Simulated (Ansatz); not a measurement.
# Fluorite NiSi2

Calculation: HSE06 (Ansatz, a quantum-chemistry and plane-wave program, PAW).

Numerical settings: plane-wave cutoff 500 eV, 8×8×8 k mesh, Fermi–Dirac smearing 0.05 eV, no spin polarisation, scalar-relativistic PAW data made under PBE.

Cell: relaxed at this level.

equilibrium volume per atom: 12.93 Å³/atom
lattice constant a: 5.374 Å

Measured, for comparison: equilibrium volume per atom 13.17 Å³/atom, lattice constant a 5.406 Å (temperature not stated, no zero-point or thermal correction; as tabulated in Wikipedia's data pages). Computed (rounded) less measured: equilibrium volume per atom -1.8 %, lattice constant a -0.6 %. A static lattice is as a rule a little smaller and stiffer than an uncorrected measurement, which can account for part of this.

Note: exact exchange on metals is sensitive to the k mesh and can open a false gap.

Computed values are for the static lattice.

Cost on a shared machine: roughly 4 core-minutes.
